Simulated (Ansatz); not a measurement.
Results of PBE0-D3(BJ) (PAW; Ansatz, an electronic-structure program) for CsCl-type CoGa.

The input as run:

Ansatz 0.2 input:
```yaml
crystal:
  lattice:
    - [2.8045444904, 0.0, 0.0]
    - [0.0, 2.8045444904, 0.0]
    - [0.0, 0.0, 2.8045444904]
  atoms:
    - { symbol: Ga, position: [0.5, 0.5, 0.5] }
    - { symbol: Co, position: [0.0, 0.0, 0.0] }
basis:
  ecutwfc: 460
  ecutrho_ratio: 4
  xc_grid: 2
kpoints:
  mp_grid: { grid: [10, 10, 10] }
hamiltonian:
  xc: pbe0
  dispersion: d3bj
  pseudopotentials: { kind: paw }
scf:
  occupations: { method: fermi_dirac, width: 0.05 }
  convergence: { dr2_threshold: 0.0000000002 }
output:
  forces: true
  stress: true
  eigenvalues: true
```

Output (set-up and result lines):

```
WARN output.stress: scf.exx.energy_threshold = 1e-6 eV is looser than the 2e-8 eV advised for a stress under a hybrid functional (1e-8 eV for each atom of the …
Crystal: 2 atoms, lattice volume = 22.059 Å³
Basis set: ecut = 460 eV, 485 PW (Γ), exchange–correlation on 40×40×40 points (8 copies of the dense FFT grid, shifted against one another)
Bands: 19, of which v1, the nominal top of the filled ones, is band 15 counted from 1 (14 counted from 0)
Symmetry: 48 space group operations
Space group: Pm-3m (ITA 221), of the structure as read, at distance tolerance 2.8e-5 Å
k-points: 56 of 1000
Functional: x = pbe(κ = 0.804, μ = 0.2195149727645171), c = pbe(β = 0.06672455060314922), warm-up for x = 0.75 pbe(κ = 0.804, μ = 0.2195149727645171) + 0.25 exact, c = pbe(β = 0.06672455060314922)
SCF iter   1: F=—  HF=-8910.629770 eV  |F-HF|=—  |Δ(HF+E_count)|=         —  Δρ=7.25e-3  dr2=6.56e-3
SCF iter   2: F=—  HF=-8910.629058 eV  |F-HF|=—  |Δ(HF+E_count)|=   7.12e-4  Δρ=3.55e-3  dr2=1.82e-3
  ...
SCF 1 converged in 8 iterations: F = -8910.628877 eV  dr2 = 3.06e-11
Crystal: 2 atoms, lattice volume = 22.059 Å³
Initial density: handed on by an earlier stage of this run
Functional: x = 0.75 pbe(κ = 0.804, μ = 0.2195149727645171) + 0.25 exact, c = pbe(β = 0.06672455060314922)
SCF 2 converged in 10 iterations: F = -8908.818365 eV  dr2 = 9.48e-13
Crystal: 2 atoms, lattice volume = 22.059 Å³
SCF 3 converged in 9 iterations: F = -8908.861554 eV  dr2 = 5.28e-11
Crystal: 2 atoms, lattice volume = 22.059 Å³
SCF 4 converged in 8 iterations: F = -8908.866411 eV  dr2 = 7.61e-11
Crystal: 2 atoms, lattice volume = 22.059 Å³
Crystal: 2 atoms, lattice volume = 22.059 Å³
Crystal: 2 atoms, lattice volume = 22.059 Å³
SCF iter   3: F=—  HF=-8908.868231 eV  |F-HF|=—  |Δ(HF+E_count)|=  2.89e-10  Δρ=1.83e-6  dr2=5.44e-10
SCF iter   4: F=-8908.868231 eV  HF=-8908.868231 eV  |F-HF|=2.91e-11  |Δ(HF+E_count)|=  4.91e-11  Δρ=5.85e-7  dr2=4.13e-11
SCF 7 converged in 4 iterations: F = -8908.868231 eV  dr2 = 4.13e-11
Free energy (F): -8908.868231 eV
Internal energy: -8908.867363 eV  (E = F + TS)
E sigma→0 (E₀):  -8908.867797 eV
Fermi energy:    18.630523 eV
--- Forces (eV/Å), atoms counted from 1 ---
  atom   1  Ga     0.00000000     0.00000000     0.00000000
  atom   2  Co    -0.00000000     0.00000000    -0.00000000
--- Stress (GPa, compression-positive) ---
       -0.044570      -0.000000       0.000000
        0.000000      -0.044570       0.000000
        0.000000       0.000000      -0.044570
  P = ⅓ Tr σ = -0.0446 GPa (-0.446 kbar)
```

The PAW data were made under PBE.

Note: the run has no spin polarisation, so it can have missed a magnetic state. Note: the run warned that the count of filled bands differs between k points.
